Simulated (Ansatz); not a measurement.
**Response to strain in RhSb3**

Base system: RhSb3 (space group Im-3, No. 204; a = 9.248 Å). Axes: x, y, z lie along the cube axes.

Strains are applied to the cell and any free atomic positions relax; under biaxial strain the out-of-plane vector relaxes too; under stress the whole cell relaxes.

The values are results of PBEsol (Ansatz, an electronic-structure program; PAW; 420 eV plane waves; no spin-orbit coupling), not measurements.

Notes on the quantities. pressure: mean of the normal stresses, compression positive; energy relative to the base: free energy F.

```tsv
variant	pressure	energy relative to the base	space group	volume per atom
base	0.0 GPa	0 meV/atom	Im-3 (No. 204)	24.71 Å³
biaxial strain +2.93 %, plane normal [001], relaxed out of plane	-3.7 GPa	+27 meV/atom	Immm (No. 71)	25.79 Å³
biaxial strain +4.70 %, plane normal [001], relaxed out of plane	-5.4 GPa	+65 meV/atom	Immm (No. 71)	26.45 Å³
isotropic strain +1.40 %	-3.8 GPa	+13 meV/atom	Im-3 (No. 204)	25.77 Å³
uniaxial stress, 2 GPa compression along x	–	?	Immm (No. 71)	?
```

Complete the table.


- uniaxial stress, 2 GPa compression along x, energy relative to the base: +1.8 meV/atom
- uniaxial stress, 2 GPa compression along x, volume per atom: 24.56 Å³

Beyond what the load breaks, stability against distortions was not tested. The final runs are not spin-polarised.
